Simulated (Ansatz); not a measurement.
Given:

```xyz
2
Lattice="2.4766 0.0000 0.0000 1.2383 2.1448 0.0000 1.2383 -0.7149 2.0410" Properties=species:S:1:pos:R:3 pbc="T T T"
C      0.0000     0.0000     0.0006
C      2.4766     0.0000     1.5301
```

No spin polarisation.

Method: Kohn–Sham DFT with the LDA functional, run in Ansatz (a quantum-chemistry and plane-wave program) with PAW and 420 eV plane waves, without spin-orbit coupling. Γ-centred 16×16×16 mesh, Fermi–Dirac width 0.05 eV.

Q: Predict the gap character, band gap and space group.

A: The gap character comes out as indirect, Γ → k = (0, 3/8, -3/8) in the run's primitive reciprocal basis and the band gap comes out as 4.19 eV. The space group is R-3m (No. 166).

The cells carry an imposed strain or load. No phonon test of stability was made. The cell was made from C in the diamond structure (space group Fd-3m, No. 227) by this change: biaxial strain −0.83 %, plane normal [111], relaxed out of plane.
